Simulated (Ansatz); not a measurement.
An Ansatz (a program for electronic structure) input (PBEsol (Ansatz), no SOC):

Ansatz 0.2 input:
```yaml
crystal:
  lattice:
    - [3.9747243172, 0, 0]
    - [0, 3.9747243172, 0]
    - [0, 0, 4.121333001]
  atoms:
    - { symbol: Sc, position: [0, 0, 0] }
    - { symbol: Al, position: [0, 0.5, 0.5] }
    - { symbol: Al, position: [0.5, 0, 0.5] }
    - { symbol: Al, position: [0.5, 0.5, 0] }
basis: { ecutwfc: 420, ecutrho_ratio: 4, xc_grid: 2, fft_grid_basis: typed }
kpoints: { mp_grid: { grid: [14, 14, 14] } }
hamiltonian:
  xc: pbesol
  dispersion: none
  pseudopotentials: { kind: paw }
scf: { occupations: { method: fermi_dirac, width: 0.1 } }
relax: { f_tol: 0.005, max_steps: 50, cell: { stress_tol: 0.01, fix: [a, b, gamma] } }
output: { forces: true, stress: true }
checkpoint: { write: state.ck, write_every: 1000 }
```

Q: Which symmetry and how many k-points will the program report, and about how many plane waves at Γ?

A: Space group P4/mmm (ITA 123) with 16 operations, k-points 288 of 2744, and 1293 plane waves at Γ.

Q: And the final pressure?

A: 3.83 GPa (compression positive).

The cells carry an imposed strain or load. No phonon test of stability was made. The final runs are not spin-polarised. The cell was made from ScAl₃ in the Cu3Au type structure (space group Pm-3m, No. 221) by this change: biaxial strain −2.40 %, plane normal [001], relaxed out of plane.
